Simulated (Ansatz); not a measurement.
WS₂ (P-6m2, No. 187, 3 atoms in the cell; start mp-1023937; a measured phase of this formula has another space group) was calculated with PBEsol (PAW; Ansatz, an electronic-structure program).

Numerical settings: plane-wave cutoff 500 eV, 18×18×1 k mesh (along the axes of the cell as run), gaussian smearing 0.02 eV, no spin polarisation, scalar-relativistic PAW data made under PBE.

Cell (relaxed at this level):

```
CELL_PARAMETERS angstrom
      3.14569     0.00000     0.00000
     -1.57284     2.72425     0.00000
      0.00000     0.00000    16.94991
ATOMIC_POSITIONS crystal
  W  0.00000 0.00000 0.00000
  S  0.33333 0.66667 0.90756
  S  0.33333 0.66667 0.09244
```

### Question
Predict the band gap.

### Answer

* **band gap**: 1.94 eV (on the SCF k mesh)

Note: the relaxation could not lower the start's symmetry, so the cell can be a saddle point above a distorted one; the cell has widely spaced layers and the level no dispersion term, so their spacing and the moduli can rest on weak binding.

Spin–orbit coupling is not included.

The result took very roughly 50 core-seconds.

A start named mp-… is a Materials Project structure, which need not be a measured phase.
